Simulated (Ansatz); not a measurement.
Effect of pressure 10 GPa on hypothetical I4/mmm Ge

Consider Ge (space group I4/mmm, No. 139; a = 6.948 Å, c = 4.011 Å; a hypothetical phase, not in the database extracts checked).

It is then changed as follows: cell and atoms relaxed at a pressure of 10 GPa.

Level of theory: PBEsol (Ansatz, a first-principles code, PAW, spin-orbit coupling left out). Settings: 13×13×13 k-points, 0.05 eV Fermi–Dirac smearing.

The volume per atom falls by 2.793 Å³ to 21.41 Å³ and the density increases by 0.65 g/cm³ (4.98 g/cm³ → 5.63 g/cm³). The lattice parameter a shrinks by 0.3086 Å to 6.640 Å and the c/a ratio increases by 0.008 (0.577 → 0.585). The shortest interatomic distance falls by 0.101 Å (2.447 Å → 2.346 Å) and the enthalpy H = E + PV relative to the base's energy comes out as +1.41 eV/atom. The band gap is still zero.

Final structure:

```
CELL_PARAMETERS angstrom
     -3.31980     3.31980     1.94293
      3.31980    -3.31980     1.94293
      3.31980     3.31980    -1.94293
ATOMIC_POSITIONS crystal
  Ge 0.17997 0.17997 0.35995
  Ge 0.17997 0.82003 0.00000
  Ge 0.82003 0.17997 0.00000
  Ge 0.82003 0.82003 0.64005
```

Load acts through the strain it causes; cell and atoms are relaxed under it. Whether these cells are dynamically stable was not tested. No other phases were tried under pressure. A zero or small gap of Ge can be the functional's error rather than a property of the material.
